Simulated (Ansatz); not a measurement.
Functionals compared on a constructed model of the (0001) surface of hcp Os, a pseudomorphic layer of Mo in the host's stacking (bottom of the slab: a bare face, its two planes held), in Ansatz (plane waves, PAW). The structure was relaxed with PBE; the other rows are single points on it. Cutoff 420 eV (500 eV for r2SCAN).

Model: 7-atom slab, 13.5 Å thick at the start, 16x16x1 mesh, Fermi-Dirac 0.1 eV, dipole correction, 2 atoms held, the rest relaxed; start symmetry kept, larger cells not searched; no spin, no spin-orbit, no U. It is one candidate, not shown to be the stable structure of the face. These notes are the PBE run's.

```json
[
 {"functional": "PBE", "work function of the top face (eV)": "4.87", "rough cost of the single point": "–"},
 {"functional": "RPBE", "work function of the top face (eV)": "4.71", "rough cost of the single point": "about 30 core-seconds (a rough figure)"},
 {"functional": "r2SCAN", "work function of the top face (eV)": "4.94", "rough cost of the single point": "about 70 core-seconds (a rough figure)"}
]
```

Ansatz is a program for electronic structure.
